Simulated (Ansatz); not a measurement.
Base system: Ru in the hcp (Mg type) structure (space group P6_3/mmc, No. 194; relaxed with 0.1 eV smearing).

```yaml
crystal:
  lattice:
    - [2.67558, 0.00000, 0.00000]
    - [-1.33779, 2.31712, 0.00000]
    - [0.00000, 0.00000, 4.22371]
  atoms:
    - { symbol: Ru, position: [0.66667, 0.33333, 0.75000] }
    - { symbol: Ru, position: [0.33333, 0.66667, 0.25000] }
```

Cartesian axes are those of the cell as printed.

Method: Ansatz (a first-principles code) LDA, without spin-orbit coupling.

Strains are applied to the cell and any free atomic positions relax.

One change was made to it. Results:

| quantity | base | after |
|---|---|---|
| energy relative to the base (free energy F) | 0 meV/atom | +7.1 meV/atom |
| pressure (mean of the normal stresses, compression positive) | 0.0 GPa | 6.1 GPa |

Which of these changes matches the shifts?
(A) uniaxial strain ε_zz = −2.00 %
(B) uniaxial strain ε_zz = −3.00 %
(C) uniaxial strain ε_zz = +2.50 %
(D) uniaxial strain ε_zz = −1.50 %
(E) uniaxial strain ε_zz = +1.50 %

D, uniaxial strain ε_zz = −1.50 %. For comparison, the pressure in the other runs: uniaxial strain ε_zz = −3.00 % gives 12.9 GPa; uniaxial strain ε_zz = −2.00 % gives 8.3 GPa; uniaxial strain ε_zz = +2.50 % gives -8.6 GPa; uniaxial strain ε_zz = +1.50 % gives -5.4 GPa.

No phonon test of stability was made. All final runs are without spin polarisation.
